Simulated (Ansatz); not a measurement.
For BP (model structure, P6₂22, No. 180, 6 atoms in the cell), LDA in Ansatz (PAW) gives:

lattice constant a: 3.240 Å
c axis length: 6.901 Å
bulk modulus: 188 GPa
cohesive energy: 5.77 eV/atom

### Question
What does r²SCAN (Ansatz, a quantum-chemistry and plane-wave program, PAW) give for the same quantities?

### Answer

- lattice constant a: 3.277 Å (rises by 1.1 %)
- lattice parameter c: 7.005 Å (goes up by 1.5 %)
- bulk modulus: 177 GPa (falls by 5.9 %)
- cohesive energy: 4.72 eV/atom (drops by 1.05 eV/atom)

Changes are worked out from the printed values.

Unless a cell is named, each level is at its own relaxed cell (LDA 10.46, r²SCAN 10.85 Å³/atom).

Caveats: the bulk modulus is −V dP/dV from two relaxed cells at ±2 % in volume (LDA, r²SCAN). Ansatz's density-functional and Hartree–Fock values are scalar-relativistic unless marked +SOC, with PAW data made under PBE.

A model structure was made by putting elements into a prototype or built by hand; it is no filed structure, need not be a known phase, and can be a saddle point held by its symmetry.
